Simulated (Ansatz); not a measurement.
Cells marked so need not be the phases stable at ambient conditions, and some may be hypothetical.

 Where the default PAW files enter, the runs use the earlier of Ansatz's two default sets.

By PBEsol, each system below comes out a metal.

Ballistic conductance counts the channels of both spins, as a mean over 0.1 eV about the Fermi level; spin-orbit coupling is left out.

A. VN (Fm-3m, rock salt, 2 atoms a cell, 8.8 Å³ an atom, -12 GPa at this level), current normal to (110)
B. Sb (Im-3m, bcc (W type), not sure to be the ambient phase, 1 atom a cell, 26.2 Å³ an atom), current normal to (001)
C. Hf2Ge (I4/mcm, not sure to be the ambient phase, 6 atoms a cell, 19.1 Å³ an atom, -2 GPa at this level), current normal to (100)

Q: Rank these by ballistic conductance per area (lowest first), as PBEsol in Ansatz (a quantum-chemistry and plane-wave program) gives it.

A: C (0.28 × 10¹⁵ S/m²), B (1.4 × 10¹⁵ S/m²), A (1.8 × 10¹⁵ S/m²)
